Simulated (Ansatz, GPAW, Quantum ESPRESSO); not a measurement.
**GaNi3 (Pm-3m, 4 atoms in the cell) computed with different codes at matched settings**

Self-consistent single point, at a second geometry (lattice scaled by 0.98). First geometry:

```yaml
crystal:
  lattice:
    - [3.48385, 0.00000, 0.00000]
    - [0.00000, 3.48385, 0.00000]
    - [0.00000, 0.00000, 3.48385]
  atoms:
    - { symbol: Ga, position: [0.00000, 0.00000, 0.00000] }
    - { symbol: Ni, position: [0.50000, 0.00000, 0.50000], spin: 2.0 }
    - { symbol: Ni, position: [0.00000, 0.50000, 0.50000], spin: 2.0 }
    - { symbol: Ni, position: [0.50000, 0.50000, 0.00000], spin: 2.0 }
```
(The spins are starting values, not results.)

Shared settings, as Ansatz (a first-principles code) writes them: kpoints.mp_grid.grid = 8 8 8; scf.occupations.method = fermi_dirac; scf.occupations.width = 0.1 eV. Potentials and cutoffs stand in the table.

| code | model | ΔF from the first geometry (meV/atom) | pressure (GPa) | cutoff |
|---|---|---|---|---|
| Quantum ESPRESSO | LDA (PZ), GBRV 1.5 ultrasoft (LDA) pseudopotentials | 36.5 | 17.72 | 50 Ry |
| Ansatz | LDA (PW92), PAW files made with PBE | 35.0 | 17.56 | default |
| GPAW | LDA (Perdew-Wang 92), GPAW PAW datasets LDA (gpaw-data 1.0.1) | 48.9 | 21.88 | 850 eV |

On Ansatz's run: the starting moments vanished: the run ended non-magnetic, which need not be the lowest state. The program warned that a starting moment was not kept.

The spread over the programs that give each value: ΔF from the first geometry within 13.9 meV/atom; pressure within 4.32 GPa.

Ansatz's pressure is given at a fixed set of plane waves, as the other plane-wave codes print theirs; with its correction for the finite basis it is 17.65 GPa. The same LDA comes in different parametrisations, which differ slightly. In the pressure, GPAW (by 4.16) lies more than 1 GPa from the median of the plane-wave programs.

The starting cell comes from a database of computed structures (which also holds hypothetical and non-ambient phases and stackings), without a prior relaxation at this level. Its lattice was rescaled by a random factor within 2.5 % of one. For this run, on top of that: lattice scaled by 0.98.

Left out of this page: FLEUR (with a known weakness of the program).

Keys are those of Ansatz 0.2.
